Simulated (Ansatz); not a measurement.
Start from TiSi2 (space group Fddd, No. 70; a = 4.760 Å, b = 8.180 Å, c = 8.500 Å). Axes: x, y, z lie along a, b, c of the conventional cell.

Level of theory: PBEsol (Ansatz, a program for electronic structure), no spin-orbit coupling.

For the base:

```
Property                        Result
-----------------------------  -------
Pressure                       0.0 GPa
Shortest interatomic distance  2.517 Å
```

It is then changed as follows: strain tensor (xx, yy, zz, yz, xz, xy) = (−0.75, +1.29, −0.23, −0.53, +0.11, +0.28) %, atoms relaxed at fixed cell.

Question: How does this affect the pressure?

Answer: The pressure (mean of the normal stresses, compression positive) hardly moves (0.0 GPa against -0.1 GPa).

Question: How does this affect the energy relative to the base?

Answer: The energy increases by 3.6 meV/atom.

Question: Predict the new shortest interatomic distance.

Answer: The shortest interatomic distance falls by 0.013 Å, from 2.517 Å to 2.504 Å.

Without a gap, meshes like the base's 13×13×13 leave anisotropic stresses uncertain by several tenths of a GPa, and small strain energies with them. Whether these cells are dynamically stable was not tested. All final runs are without spin polarisation.
